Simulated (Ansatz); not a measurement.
Base system: SiO2 in the rutile structure (space group P4_2/mnm, No. 136; a = 4.195 Å, c = 2.678 Å).

Method: PBEsol in Ansatz (plane waves to 420 eV, PAW, without spin-orbit coupling).

Base values:

| Item | Value |
|---|---|
| Valley order | Γ 5.35 eV; A (1/2, 1/2, 1/2) 6.97 eV |
| Pressure | 0.0 kbar |
| Hole mass | 1.8 mₑ along c, 1.1 mₑ across (at Γ) |

Perturbation: an isotropic linear strain of −0.60 %, atoms relaxed at fixed cell.

Task: Predict the new valley order.

Result: The valley order (the lowest conduction-band minima on the path, energy above the VBM, named in the base's zone) becomes Γ 5.65 eV; A (1/2, 1/2, 1/2) 7.14 eV (base: Γ 5.35 eV; A (1/2, 1/2, 1/2) 6.97 eV).

Task: What does the calculation give for the energy relative to the base after the change?

Result: The energy goes up by 2.4 meV/atom.

Task: What does the calculation give for the pressure after the change?

Result: The pressure (mean of the normal stresses, compression positive) goes from zero to 56.1 kbar.

Task: Estimate the effect on the hole mass.

Result: The hole mass goes from 1.8 mₑ along c, 1.1 mₑ across (at Γ) to 1.7 mₑ along c, 1.1 mₑ across (at Γ).

The levels and masses belong to the bands next to the band gap. Masses are band curvatures over ±0.01 Å⁻¹ around the edge. Whether these cells are dynamically stable was not tested.

Ansatz is a program for electronic structure.
